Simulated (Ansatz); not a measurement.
## MgCu2, response to strain

Consider MgCu₂ in the cubic Laves (MgCu2 type) structure (space group Fd-3m, No. 227).

```yaml
crystal:
  lattice:
    - [0.00000, 3.46722, 3.46722]
    - [3.46722, 0.00000, 3.46722]
    - [3.46722, 3.46722, 0.00000]
  atoms:
    - { symbol: Mg, position: [0.50000, 0.50000, 0.50000] }
    - { symbol: Mg, position: [0.75000, 0.75000, 0.75000] }
    - { symbol: Cu, position: [0.12500, 0.62500, 0.12500] }
    - { symbol: Cu, position: [0.12500, 0.12500, 0.12500] }
    - { symbol: Cu, position: [0.62500, 0.12500, 0.12500] }
    - { symbol: Cu, position: [0.12500, 0.12500, 0.62500] }
```

Cartesian axes are those of the cell as printed.

Strains are applied to the cell and any free atomic positions relax; under biaxial strain the out-of-plane vector relaxes too.

Calculations: PBEsol (Ansatz, a program for electronic structure, PAW, no spin-orbit coupling).

Notes on the quantities. energy relative to the base: free energy F; pressure: mean of the normal stresses, compression positive.

```tsv
change	space group	energy relative to the base	pressure	shortest interatomic distance
base	Fd-3m (No. 227)	0 meV/atom	0.0 GPa	4.633 bohr
biaxial strain +0.69 %, plane normal [001], relaxed out of plane	I4_1/amd (No. 141)	+0.6 meV/atom	-0.7 GPa	4.632 bohr
biaxial strain −4.69 %, plane normal [111], relaxed out of plane	R-3m (No. 166)	+46 meV/atom	8.0 GPa	4.416 bohr
uniaxial strain ε_zz = −5.98 %	I4_1/amd (No. 141)	+27 meV/atom	7.7 GPa	4.497 bohr
tensor shear ε_yz = −3.47 %	Imma (No. 74)	+12 meV/atom	0.5 GPa	4.472 bohr
```

Without a gap, meshes like the base's 12×12×12 leave anisotropic stresses uncertain by several tenths of a GPa, and small strain energies with them. Stability against distortions was not tested. The final runs are not spin-polarised.
